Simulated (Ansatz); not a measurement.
Cubic perovskite CsPbCl3 (cubic high-temperature phase), treated with HSE06 (PAW; Ansatz, a first-principles code).

Settings: plane-wave cutoff 500 eV, 4×4×4 k mesh, gaussian smearing 0.02 eV, scalar-relativistic PAW data made under PBE.

Cell (relaxed at this level):

```cif
data_Cl3CsPb
_chemical_formula_sum 'Cs1 Pb1 Cl3'
_space_group_name_H-M_alt 'P 1'
_space_group_IT_number 1
_cell_length_a 5.70581
_cell_length_b 5.70581
_cell_length_c 5.70581
_cell_angle_alpha 90.000
_cell_angle_beta 90.000
_cell_angle_gamma 90.000
loop_
_space_group_symop_operation_xyz
  'x, y, z'
loop_
_atom_site_label
_atom_site_type_symbol
_atom_site_fract_x
_atom_site_fract_y
_atom_site_fract_z
_atom_site_occupancy
Cs1 Cs 0.00000 0.00000 0.00000 1
Pb1 Pb 0.50000 0.50000 0.50000 1
Cl1 Cl 0.50000 0.00000 0.50000 1
Cl2 Cl 0.00000 0.50000 0.50000 1
Cl3 Cl 0.50000 0.50000 0.00000 1
```

### Question
Predict the band gap.

### Answer

* **band gap**: 2.86 eV (on the SCF k mesh)

Note: the relaxation could not lower the start's symmetry, so the cell can be a saddle point above a distorted one.

Spin–orbit coupling is not included; with these elements it can move the gap by several tenths of an eV or more.

Static lattice: no zero-point or thermal effects.
